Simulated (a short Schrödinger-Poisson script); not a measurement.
Stack: MOS inversion layer, SiO2 on p-type Si(100), at 400 K.

```
layer  material  thickness (nm)  Na (cm⁻³)
-----  --------  --------------  ---------
1          SiO2             3.1          -
2            Si             210       4e18
```

Constants are typed, rounded textbook-type inputs, not results; the design itself was drawn at random and stands for no fabricated device. SiO2: permittivity 3.9, conduction-band edge (eV) 3.15, gap (eV) 9, electron mass (mₑ) 0.5. Si: permittivity 11.7, conduction-band edge (eV) 0, gap (eV) 1.124, Nv at 300 K (cm⁻³) 3.1e19.

Channel valleys (confinement mass, in-plane density-of-states mass, number): Δ2 0.916, 0.19, 2; Δ4 0.19, 0.417, 4. At the gate the conduction-band edge of layer 1 lies 3.61 eV − eVg above the Fermi level of the channel; the field vanishes at the back. Gaps are held at their typed values at every temperature. Mesh 0.03 nm at interfaces.

From a short Schrödinger-Poisson script (our own, NumPy): 1D Poisson equation in equilibrium, electrons classical, Boltzmann, parabolic valleys, classical holes, full ionisation, no traps, pinning or gate leakage.

The same stack at other levels of the model or other numerical settings:

| run | sheet density of all electrons at Vg = 2.9 V (cm⁻²) | sheet density of all electrons at Vg = 1.7 V (cm⁻²) | capacitance at Vg = 2.9 V (μF/cm²) | centroid of the channel electrons at Vg = 2.9 V (nm) | rough cost against the base |
|---|---|---|---|---|---|
| base | 8.97e12 | 1.37e12 | 1.07 | 0.26 | about 1 |
| electrons treated as classical, Fermi-Dirac | 8.60e12 | 1.32e12 | 1.04 | 0.37 | 5 |
| electrons treated as quantum, Hartree | 7.00e12 | 3.95e11 | 0.982 | 1.10 | 30 |
| mesh six times as coarse | 8.79e12 | 1.29e12 | 1.06 | 0.35 | 0.6 |

The classical rows ignore confinement, and Boltzmann statistics overrate the density once the band edge passes the Fermi level.
